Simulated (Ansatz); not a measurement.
Subject: the energy of the reaction as written. Reaction: 1/2 cell B + C (graphite) → cell A. A negative value means that the right-hand side lies lower.

Cell A: a slab of Al (fcc, Fm-3m) cut along (111), 16 atoms, oblique cell of 5.63 × 2.82 Å (13.7 Å²), symmetry P2/m within 0.02 Å, 15.8 Å thick under 16 Å of vacuum, in-plane vectors held at the crystal's; planes from bottom to top: C | Al2 × 7 | C; added, foreign or displaced atoms, above the top plane and below the bottom plane: two times C bound to 3 Al at 1.89–1.92 Å; spin state with PBE: run without spin, k-point mesh 9×18×1.
```yaml
crystal:
  lattice:
    - [5.63201, 0.00000, 0.00000]
    - [1.40800, 2.43873, 0.00000]
    - [0.00000, 0.00000, 31.67998]
  atoms:
    - { symbol: Al, position: [0.01288, 0.98712, 0.28357] }
    - { symbol: Al, position: [0.16555, 0.33445, 0.35522] }
    - { symbol: Al, position: [0.83115, 0.66885, 0.42719] }
    - { symbol: Al, position: [0.00000, 0.00000, 0.50000] }
    - { symbol: Al, position: [0.16885, 0.33115, 0.57281] }
    - { symbol: Al, position: [0.83445, 0.66555, 0.64478] }
    - { symbol: Al, position: [0.98712, 0.01288, 0.71643] }
    - { symbol: Al, position: [0.46786, 0.03214, 0.27319] }
    - { symbol: Al, position: [0.65793, 0.34207, 0.35305] }
    - { symbol: Al, position: [0.33201, 0.66799, 0.42777] }
    - { symbol: Al, position: [0.50000, 0.00000, 0.50000] }
    - { symbol: Al, position: [0.66799, 0.33201, 0.57223] }
    - { symbol: Al, position: [0.34207, 0.65793, 0.64695] }
    - { symbol: Al, position: [0.53214, 0.96786, 0.72681] }
    - { symbol: C, position: [0.30940, 0.69060, 0.74942] }
    - { symbol: C, position: [0.69060, 0.30940, 0.25058] }
```

Cell B: a slab of Al (fcc, Fm-3m) cut along (111), 30 atoms, hexagonal cell of 5.63 Å (27.5 Å²), symmetry P-3m1 within 0.02 Å, 15.2 Å thick under 16 Å of vacuum, in-plane vectors held at the crystal's; planes from bottom to top: C | Al4 × 7 | C; added, foreign or displaced atoms, above the top plane and below the bottom plane: two times C bound to 3 Al at 1.88 Å; spin state with PBE: run without spin, k-point mesh 9×9×1.
```
CELL_PARAMETERS angstrom
      5.63201     0.00000     0.00000
      2.81600     4.87746     0.00000
      0.00000     0.00000    31.67998
ATOMIC_POSITIONS crystal
  Al 0.00000 0.00000 0.28464
  Al 0.16745 0.16745 0.35530
  Al 0.83319 0.33361 0.42741
  Al 0.00000 0.00000 0.50000
  Al 0.16681 0.16681 0.57259
  Al 0.83255 0.33491 0.64470
  Al 0.00000 0.00000 0.71536
  Al 0.03025 0.48487 0.27992
  Al 0.16745 0.66509 0.35530
  Al 0.83319 0.83319 0.42741
  Al 0.00000 0.50000 0.50000
  Al 0.16681 0.66639 0.57259
  Al 0.83255 0.83255 0.64470
  Al 0.96975 0.51513 0.72008
  Al 0.48487 0.03025 0.27992
  Al 0.66509 0.16745 0.35530
  Al 0.33333 0.33333 0.42771
  Al 0.50000 0.00000 0.50000
  Al 0.66639 0.16681 0.57259
  Al 0.33333 0.33333 0.64855
  Al 0.51513 0.96975 0.72008
  Al 0.48487 0.48487 0.27992
  Al 0.66667 0.66667 0.35145
  Al 0.33361 0.83319 0.42741
  Al 0.50000 0.50000 0.50000
  Al 0.66667 0.66667 0.57229
  Al 0.33491 0.83255 0.64470
  Al 0.51513 0.51513 0.72008
  C  0.33333 0.33333 0.74010
  C  0.66667 0.66667 0.25990
```

Reference: C (graphite, P6₃/mmc), 4 atoms in the cell, k-point mesh 18×18×6 on the run's own vectors. Conventional cell: a = 2.465 Å, b = 2.465 Å, c = 6.741 Å, α = 90.00°, β = 90.00°, γ = 120.00°.

Computed with Ansatz (plane waves, PAW), its PAW set soft_1, cutoff 420 eV, 500 eV for r2SCAN. The structures are at rest with PBE+D3(BJ), within the held lattices; other levels are single points on them. Neutral cells; Fermi-Dirac smearing of at most 0.10 eV in the solids, energies taken to zero width. The lattices are those relaxed with PBE+D3(BJ), so at other levels the solids can be strained, which adds to the spread. Larger cells are relaxed from a start prepared with the learned potential CHGNet till forces fall under 0.03 eV/Å, which some starts already meet. A dispersion term (D3(BJ), or D4 for r2SCAN) was computed beside these levels and is taken off wherever the name lacks it. Static lattices, no vibrational contributions. The structures are the rest points that the relaxations reached, not proven lowest. Values are for these cell sizes. Cell A has symmetry P2/m within 0.02 Å and got no random move, so less symmetric positions, which may lie lower, weren't tried. Cell B has symmetry P-3m1 within 0.02 Å and got no random move, so less symmetric positions, which may lie lower, weren't tried.

Question: Predict the value from r2SCAN+D4.

Answer: 3.28 eV, for 1/2 cell B + C (graphite) → cell A.

Question: How does the value move with the functional?

Answer: 
```csv
Functional,value (eV),less r2SCAN+D4
PBE,3.18,-0.10
PBE+D3(BJ),3.16,-0.12
r2SCAN,3.28,0.00
```

The levels shown span 0.12 eV, from PBE+D3(BJ) (3.16) to r2SCAN (3.28).

Ansatz is a quantum-chemistry and plane-wave program.
